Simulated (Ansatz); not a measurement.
Levels about the gap of amorphous Ti₂₀O₄₃La₂ (65 atoms in a cell of 818 Å³, 3.90 g/cm³; zone centre alone, so wide bands show as single levels with stretches between that a denser mesh fills), at the geometry that PBE relaxed, where it gives 0.9 GPa on a denser mesh. The participation number counts the atoms over which a state spreads; weights are charges in smoothed Voronoi cells. The levels come from a single point, so bond lengths are those of that geometry. Method of the levels: PBE, scalar-relativistic without spin-orbit coupling (Ansatz, a first-principles code). Sampling: the zone centre alone; Fermi-Dirac width 0.02 eV; no spin polarisation.

A CHGNet melt-quench gave the starting glass, which DFT then relaxed. O atoms were pushed apart under 1.9 Å during the dynamics, to hinder bonds among them. The hot cell started wider than the set density and was brought back towards it in steps. It is the lowest in DFT energy of 2 quenches. It is a model cell: composition and starting density were chosen by hand, and all elements were melted together. No dispersion term was used. Its density started from a set value of 3.90 and ended at 3.90 g/cm³. Cooling (nominally 240 K/ps over its main leg) ran many orders faster than in experiment, which tends to leave more defects and strain. A cell of this size samples the disorder only roughly. The volume was held where the preparation left it and the shape relaxed, at a PBE pressure of 0.9 GPa. Stress components on the final sampling reach 0.9 GPa.

```tsv
E - E(highest filled), eV	filling	participation number	largest on	weight O	weight Ti	weight La
-0.31	filled	25.3	O, 3 neighbours	0.92	0.07	0.00
-0.26	filled	18.1	O, 3 neighbours	0.93	0.07	0.01
-0.22	filled	16.9	O, 2 neighbours	0.92	0.07	0.00
-0.15	filled	14.4	O, 2 neighbours	0.93	0.07	0.00
-0.14	filled	21.9	O, 3 neighbours	0.92	0.08	0.00
-0.08	filled	19.0	O, 2 neighbours	0.92	0.07	0.00
0.00	filled	19.7	O, 2 neighbours	0.93	0.06	0.00
2.77	empty	11.5	Ti, 6 neighbours	0.20	0.80	0.01
2.89	empty	17.8	Ti, 6 neighbours	0.19	0.80	0.01
2.94	empty	22.6	Ti, 5 neighbours	0.20	0.79	0.02
2.97	empty	22.8	Ti, 6 neighbours	0.19	0.80	0.01
3.01	empty	10.7	Ti, 6 neighbours	0.19	0.80	0.01
3.07	empty	13.5	Ti, 6 neighbours	0.19	0.80	0.01
3.11	empty	13.7	Ti, 6 neighbours	0.19	0.81	0.01
```

Most localised among these is the empty level at +3.01 eV, on a Ti atom, which has 6 neighbours (O 1.86 Å, O 1.94 Å, O 1.94 Å, O 1.99 Å, O 2.00 Å, O 2.21 Å).
